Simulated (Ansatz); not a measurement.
Data:

End structure of the (100) surface of fcc Pt in its 1x1 cell (the real clean face reconstructs), outermost plane spacing 1.98 Å in the ideal cut:

```xyz
6
Lattice="2.8072 0.0000 0.0000 0.0000 2.8072 0.0000 0.0000 0.0000 26.0000" Properties=species:S:1:pos:R:3 pbc="T T T"
Pt     1.4036     1.4036     8.0907
Pt     0.0000     0.0000    10.0251
Pt     1.4036     1.4036    12.0069
Pt     0.0000     0.0000    13.9931
Pt     1.4036     1.4036    15.9749
Pt     0.0000     0.0000    17.9093
```

Set-up: 6 atoms, 9.9 Å thick at the start (thin: gaps and levels are the slab's own); mesh 13x13x1; 0.1 eV smearing; dipole correction on; all atoms relaxed; symmetry of the start imposed; no spin, no spin-orbit, no U.

Task: What is the computed work function of the top face (PBE run with Ansatz, a quantum-chemistry and plane-wave program)?

Result: 5.66 eV

Task: Give the surface energy (mean of both faces) at the level PBE.

Result: 1.87 J/m²
